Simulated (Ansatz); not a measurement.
The parent structure is BaTiO3 in the cubic perovskite structure (space group Pm-3m, No. 221; a = 3.935 Å). Axes: x, y, z lie along the cube axes.

Structures relaxed with LDA (Ansatz, a program for electronic structure), no spin-orbit coupling.

Base:

Simulated powder pattern, Cu Kα, λ = 1.54184 Å (kinematic, ideal powder, no thermal factors, no anomalous dispersion; the 14 strongest lines at most, above 2 %, up to 2θ = 90°):

| 2θ (°) | I/Imax (%) | hkl |
|---|---|---|
| 22.60 | 19 | (100) |
| 32.17 | 100 | (110) |
| 39.68 | 25 | (111) |
| 46.14 | 34 | (200) |
| 51.97 | 9.9 | (210) |
| 57.36 | 38 | (211) |
| 67.31 | 20 | (220) |
| 72.00 | 5.4 | (300) |
| 76.57 | 16 | (310) |
| 81.06 | 8.2 | (311) |
| 85.49 | 6.7 | (222) |
| 89.89 | 2.8 | (320) |

Perturbation: tensile biaxial strain of 1.50 % in the plane normal to [111], as in epitaxy on a mismatched substrate; the out-of-plane cell vector and the atoms relax.

Task: How do the reflections move or split?

Result: 
Simulated powder pattern, Cu Kα, λ = 1.54184 Å (kinematic, ideal powder, no thermal factors, no anomalous dispersion; the 14 strongest lines at most, above 2 %, up to 2θ = 90°):

| 2θ (°) | I/Imax (%) | hkl |
|---|---|---|
| 22.44 | 37 | (100) |
| 31.69 | 100 | (1 0 -1) |
| 32.20 | 96 | (110) |
| 39.17 | 38 | (1 1 -1) |
| 40.03 | 12 | (111) |
| 45.80 | 67 | (200) |
| 56.44 | 19 | (1 1 -2) |
| 56.76 | 37 | (2 1 -1) |
| 57.73 | 18 | (211) |
| 66.19 | 20 | (2 0 -2) |
| 67.37 | 19 | (220) |
| 75.52 | 16 | (3 0 -1) |
| 76.36 | 16 | (310) |
| 84.21 | 10 | (2 2 -2) |

The indices refer to the base's conventional cell; one index is shown for lines that coincide. The space group is now R-3m (No. 166).

Stability against distortions was not tested. The final runs are not spin-polarised. Many cubic perovskites are stable only at high temperature; tilts and polar distortions were not tested. This is not the structure that BaTiO3 has at room temperature and ambient pressure.
